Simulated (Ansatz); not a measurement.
The parent structure is W in the bcc (W type) structure (space group Im-3m, No. 229; a = 3.135 Å; relaxed with 0.1 eV smearing). Axes: x, y, z lie along the cube axes.

Method: LDA (Ansatz, a first-principles code; PAW; 420 eV plane waves; no spin-orbit coupling).

Before the change:

```
Quantity                        Result
-----------------------------  -------
Shortest interatomic distance  2.715 Å
```

Perturbation: the cell is stretched by 1.50 % along z with no lateral relaxation, atoms relaxed at fixed cell.

### Question
Estimate the effect on the energy relative to the base, stress and shortest interatomic distance.

### Answer
The energy increases by 5.9 meV/atom; the stress (xx, yy, zz, yz, xz, xy; compression positive) amounts to (-3.2, -3.2, -8.0, 0.0, 0.0, 0.0) GPa; the shortest interatomic distance increases by 0.014 Å (2.715 Å → 2.729 Å).

The cells carry an imposed strain or load. Stability against distortions was not tested. All final runs are without spin polarisation.
